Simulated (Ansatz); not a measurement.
**Nb2C: pressure series**

The parent structure is Nb$_{2}$C (space group Pnma, No. 62; a = 10.8680 Å, b = 3.0737 Å, c = 4.9473 Å; a cell from a computed database, its experimental status unchecked).

Cell and atoms are relaxed at each pressure.

Level of theory: PBEsol (Ansatz, a quantum-chemistry and plane-wave program; PAW; 420 eV plane waves; without spin-orbit coupling).

Notes on the quantities. enthalpy: H = E + PV relative to the base's energy.

| change | enthalpy | density | shortest interatomic distance |
|---|---|---|---|
| base | – | 7.95 g/cm³ | 2.167 Å |
| pressure −2 GPa | -0.17 eV/atom | 7.88 g/cm³ | 2.171 Å |
| pressure −1 GPa | -0.09 eV/atom | 7.92 g/cm³ | 2.169 Å |
| pressure 0.3 GPa | +0.03 eV/atom | 7.96 g/cm³ | 2.166 Å |
| pressure 0.7 GPa | +0.06 eV/atom | 7.97 g/cm³ | 2.166 Å |
| pressure 1.5 GPa | +0.13 eV/atom | 8.00 g/cm³ | 2.164 Å |
| pressure 3 GPa | +0.26 eV/atom | 8.05 g/cm³ | 2.160 Å |
| pressure 5 GPa | +0.43 eV/atom | 8.11 g/cm³ | 2.156 Å |
| pressure 7.5 GPa | +0.64 eV/atom | 8.19 g/cm³ | 2.150 Å |
| pressure 10 GPa | +0.84 eV/atom | 8.26 g/cm³ | 2.145 Å |

Load acts through the strain it causes; cell and atoms are relaxed under it. No phonon test of stability was made. No other phases were tried under pressure. All final runs are without spin polarisation.
